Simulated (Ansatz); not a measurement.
## Variants of one calculation on Al3Ni5 (P1, 8 atoms in the cell)

```yaml
crystal:
  lattice:
    - [3.27785, -3.70047, 0.00000]
    - [3.27785, 3.70047, 0.00000]
    - [0.00000, 0.00000, 3.72527]
  atoms:
    - { symbol: Al, position: [0.51882, 0.51478, 0.99316] }
    - { symbol: Al, position: [0.79167, 0.25184, 0.50799] }
    - { symbol: Al, position: [0.22031, 0.79317, 0.47912] }
    - { symbol: Ni, position: [0.98308, 0.00759, 0.00609] }
    - { symbol: Ni, position: [0.00466, 0.47982, 0.99156] }
    - { symbol: Ni, position: [0.49739, 0.96291, 0.02221] }
    - { symbol: Ni, position: [0.27563, 0.24843, 0.50114] }
    - { symbol: Ni, position: [0.70844, 0.74145, 0.49873] }
```

Base run A: PBEsol, default PAW files made with PBE (Ansatz, an electronic-structure program), self-consistent single point.

Its settings: basis.ecutwfc = 30.9 Ry; kpoints.mp_grid.grid = 3 3 4; hamiltonian.xc = pbesol; hamiltonian.pseudopotentials = {kind: paw} (the program's default PAW files); scf.occupations.method = gaussian; scf.occupations.width = 0.0073 Ry.

The starting cell comes from a database of computed structures (which also holds hypothetical and non-ambient phases and stackings), without a prior relaxation at this level. Its atoms were displaced at random from the sites of space group no. 65. Spin polarisation is off. In the base run, with a pressure of about 5 GPa the cell is away from its equilibrium volume at this level. In the base run, forces exceed 1 eV/Å. Ansatz's pressure includes its estimate of the finite-basis (Pulay) stress. Without a gap this mesh is coarse (it stands for a supercell whose shortest vector is 15 Å).

ΔF is the free energy per atom less that of run A. A dash stands where there is no value to compare (another energy zero or no entropy term, no result, no spin, no clean gap, or a mesh too coarse for one). Total energies depend on the potentials, the functional and any Hubbard or dispersion term, so they are compared only between runs that share all of them.

Runs C sample the zone with one or two k-points, far too few for so small a cell.

Run A gave: pressure (GPa) 4.54; largest force (eV/Å) 2.701; k-points 19.

Runs:
- B: scf.convergence.dr2_threshold: default (1e-07 eV) → 0.1 eV
- C: kpoints.mp_grid.grid: 3 3 4 → 1 1 2
- D: hamiltonian.xc: pbesol → blyp [BLYP]
- E: scf.occupations.width: 0.0073 Ry → 0.0367 Ry
- F: scf.self_checks: default → high
- G: scf.mixing.preconditioner: default (the program chose Kerker) → ldos

### Question
What does run D change against A?

### Answer
The pressure goes from 4.54 to 17.33 GPa and the largest force goes from 2.701 to 2.636 eV/Å.

```
run  ΔF (meV/atom)  pressure (GPa)  largest force (eV/Å)  k-points
---  -------------  --------------  --------------------  --------
A             0.00            4.54                 2.701        19
B             0.00            4.54                 2.700        19
C            386.6            4.87                 2.305         2
D                –           17.33                 2.636        19
E            -30.1            5.05                 2.669        19
F             0.00            4.54                 2.701        19
G             0.00            4.54                 2.701        19
```

Keys are those of Ansatz 0.2.
